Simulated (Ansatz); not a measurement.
The reference is TiC in the rock salt structure (space group Fm-3m, No. 225; a = 4.333 Å; relaxed with 0.1 eV smearing).

All numbers come from PBE, PAW, 420 eV (Ansatz, a first-principles code; no spin-orbit coupling).

For the base:

The pressure is 0.0 GPa and the band gap is zero.

One thing is altered: the cell is scaled by 0.9750 in all directions, atoms relaxed at fixed cell.

Task: Estimate the effect on the energy relative to the base.

Result: The energy rises by 48 meV/atom.

Task: Predict the new pressure.

Result: The pressure goes from zero to 22.1 GPa.

Task: Estimate the effect on the band gap.

Result: The band gap stays zero.

The cells carry an imposed strain or load. Whether these cells are dynamically stable was not tested. The final runs are not spin-polarised.
